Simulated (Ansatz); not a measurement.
**Sn: stress against strain**

Sn (diamond, Fd-3m, 36.862 Å³/atom at rest, cube axes along x, y and z) under a strain ε along a cube axis (axis z), the other axes held. PBE in Ansatz, a plane-wave DFT program (PAW, default set), 420 eV, 15×15×15 Γ-centred mesh, Fermi-Dirac smearing 0.10 eV; ions are relaxed within the symmetry of each cell. Stress is positive for a compressed cell.

Here s stands for strain and y for stress zz.

| strain (%) | stress zz (GPa) |
|---|---|
| -3.00 | ? |
| -1.50 | 0.84 |
| -1.00 | 0.55 |
| -0.50 | 0.27 |
| 0.00 | 0.00 |
| 0.50 | -0.27 |
| 1.00 | -0.54 |
| 1.50 | -0.80 |

The 7 complete rows are fitted with a straight line, y against s. Means: s 0, y 0.007. About the means, the sum of products is -3.8200 and the sum of squares of s is 7.0000; the slope is their ratio. Least squares gives y = 0.007 - 0.5457·s. Residuals (row less fit): 0.014, -0.003, -0.010, -0.007, -0.004, -0.001, 0.012; standard error 0.010 (degrees of freedom: 5). The slope gives the elastic constant C11 = 55 ± 0.4 GPa.

Task: What does the fit predict for y at s = -3.00, and how far is the calculated value from it?

Result: y = 0.007 - 0.5457 × (-3.0) = 1.644 GPa. The calculation gives 1.72 GPa, 0.076 GPa above the prediction (3.0 % of the range of y in the table). The row lies outside the fitted rows, so this is an extrapolation. From the scatter of the fitted rows alone, a prediction at this place has a standard error of 0.016 GPa, so the miss is 4.8 times that.

One order more, fitted to all 13 runs of the series, follows each within 0.01, so the miss is the next term of a smooth law. This level leaves no gap over 0.05 eV at strain -3.00, -1.50, -1.00, -0.50, 0.00, 0.50, 1.00, 1.50, where the mesh may be coarse. Sn is here grey tin, stable below 13 °C. Rows are the converged runs of the series near zero and its far end; series whose fitted rows scatter by over a few per cent of the range, as at a crossing or softening among them, aren't shown in this form. Most that stay on the fit to the last digits aren't either.
